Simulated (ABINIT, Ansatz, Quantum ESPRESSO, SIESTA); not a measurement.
## Code comparison for SnSe₂ (P-3m1, 3 atoms in the cell)

Self-consistent single point.

```
CELL_PARAMETERS angstrom
      3.76391     0.00000     0.00000
     -1.88196     3.25964     0.00000
      0.00000     0.00000     6.35422
ATOMIC_POSITIONS crystal
  Sn 0.00000 0.00000 0.00000
  Se 0.66667 0.33333 0.75710
  Se 0.33333 0.66667 0.24290
```

Shared settings, as Ansatz (an electronic-structure program) writes them: kpoints.mp_grid.grid = 8 8 4; magnetization.spin_orbit = true; scf.occupations.method = fixed. Potentials and cutoffs stand in the table.

```tsv
code	model	pressure (GPa)	largest force (eV/Å)	gap on the mesh (eV)	cutoff
Quantum ESPRESSO	PBE, spin-orbit coupling, PseudoDojo fully relativistic norm-conserving (PBE) pseudopotentials	6.55	0.865	0.816	90 Ry
Ansatz	PBE with spin-orbit coupling, PAW files	6.44	0.852	0.823	420 eV
SIESTA	GGA PBE with spin-orbit coupling, numerical atomic orbitals DZP, PseudoDojo PBE fully relativistic norm-conserving potentials (rewritten from UPF to PSML)	–	1.501	0.864	grid 350 Ry
ABINIT	PBE, spin-orbit coupling, PAW (JTH v2.0 PBE PAW)	6.39	0.858	0.819	544 eV
```

A dash marks a value that a program does not give, or that is left out as unsure.

Gaps are read on the mesh.

The spread over the programs that give each value: pressure within 0.16 GPa; largest force within 0.649 eV/Å; gap on the mesh within 0.048 eV.

SIESTA uses small atom-centred bases, whose incompleteness enters pressures, forces and empty levels differently from a plane-wave cutoff. Ansatz's pressure is given at a fixed set of plane waves, as the other plane-wave codes print theirs. In the force vectors, SIESTA (by 0.643) lies more than 0.08 eV/Å from the median of the plane-wave programs.

The starting cell comes from a database of computed structures (which also holds hypothetical and non-ambient phases and stackings), without a prior relaxation at this level. Its lattice was rescaled by a random factor within 2.5 % of one.

Left out of this page: Elk (with a known weakness of the program).

Keys are those of Ansatz 0.2.
